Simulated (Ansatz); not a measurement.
Effective masses and thermopower of BP under load (space group I-4m2)

```
CELL_PARAMETERS angstrom
      0.00000     2.26285     2.24579
      2.26285     0.00000     2.24579
      2.26285     2.26285     0.00000
ATOMIC_POSITIONS crystal
  B  0.00000 0.00000 0.00000
  P  0.25000 0.25000 0.25000
```

Method: PBEsol with spin-orbit coupling, rigid bands (plane waves, PAW; Ansatz, a program for electronic structure). Condition of this run: uniaxial stress zz = 2 GPa (compression positive) (the target of the relaxation). Cell: cell and atoms relaxed with PBEsol, then loaded as said.

```
Property                                                                                                                                                          Result
---------------------------------------------------------------------------------------------------------------------------------------  -------------------------------
band gap                                                                                                                                                         0.99 eV
electron conductivity mass (300 K, dilute)                                                                                               0.24 (x), 0.24 (y), 1.15 (z) mₑ
hole conductivity mass (300 K, dilute)                                                                                                   0.40 (x), 0.40 (y), 0.46 (z) mₑ
effective density of states N_c (300 K)                                                                                                                      1.4e19 cm⁻³
effective density of states N_v (300 K)                                                                                                                      9.4e18 cm⁻³
density-of-states mass, electrons                                                                                                                                0.69 mₑ
density-of-states mass, holes                                                                                                                                    0.52 mₑ
Seebeck coefficient, n-type 1e19 cm⁻³, 300 K                                                                                                                   -280 μV/K
best n-type power factor at 300 K for τ = 10 fs (best axis; densities from 1e16 to 1e21 cm⁻³ tried, whether or not they can be reached)     18.3 μW/(cm·K²) at 3e20 cm⁻³
Seebeck coefficient, p-type 1e19 cm⁻³, 300 K                                                                                                                    290 μV/K
best p-type power factor at 300 K for τ = 10 fs (best axis; densities from 1e16 to 1e21 cm⁻³ tried, whether or not they can be reached)     13.9 μW/(cm·K²) at 1e20 cm⁻³
```

Rigid bands; masses and Seebeck coefficients take one relaxation time τ for all states and one kind of carrier; polarons and phonon drag are left out.
